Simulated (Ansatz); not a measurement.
The parent structure is MnTlI₃ in the cubic perovskite structure (space group Pm-3m, No. 221; a = 5.739 Å; ferromagnetic; a hypothetical phase, not in the database extracts checked). Axes: x, y, z lie along the cube axes.

It is then changed as follows: the cell is stretched by 4.70 % along z with no lateral relaxation; the atoms relax in the strained cell.

Calculations: DFT with r2SCAN, PAW potentials and a 500 eV plane-wave cutoff in Ansatz (a first-principles code), no spin-orbit coupling.

Give the band edges at the high-symmetry points of the new zone, measured from its valence-band maximum.


```
point  valence edge (eV)  conduction edge (eV)
-----  -----------------  --------------------
Γ                  -1.28                  0.57
X                  -1.32                  1.70
M                  -0.01                  1.91
Z                  -1.31                  1.63
R                  -0.27                  1.92
A                   0.00                  2.24
```

The gap is 0.57 eV, indirect, A → Γ.

Other magnetic orders, which the real material may have, were not ruled out. With I and Tl present, leaving out spin-orbit coupling can change the band edges. No phonon test of stability was made. Many cubic perovskites are stable only at high temperature; tilts and polar distortions were not tested. k-point labels follow each cell's own Brillouin zone.
